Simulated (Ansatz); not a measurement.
Consider BeTe in the zinc blende structure (space group F-43m, No. 216; a = 5.6635 Å). Axes: x, y, z lie along the cube axes.

Method: Ansatz (an electronic-structure program) PBE, no spin-orbit coupling.

One thing is altered: the cell is scaled by 0.9700 in all directions, atoms relaxed at fixed cell.

Problem. Predict the stress tensor and what it implies for the stiffness.

Solution. Stress of the strained cell less that of the base (GPa, compression positive):
```
   6.19    0.00    0.00
   0.00    6.19    0.00
   0.00    0.00    6.19
```

Then B = −ΔP/(ΔV/V₀) with ΔV/V₀ = -0.0873 gives secant stiffness values (nonlinear terms included at this strain): B ≈ 71 GPa.

As a check, the harmonic strain energy −½ V₀ Δσ:ε is 39 meV/atom; the computed energy rise is 36 meV/atom.

Whether these cells are dynamically stable was not tested.
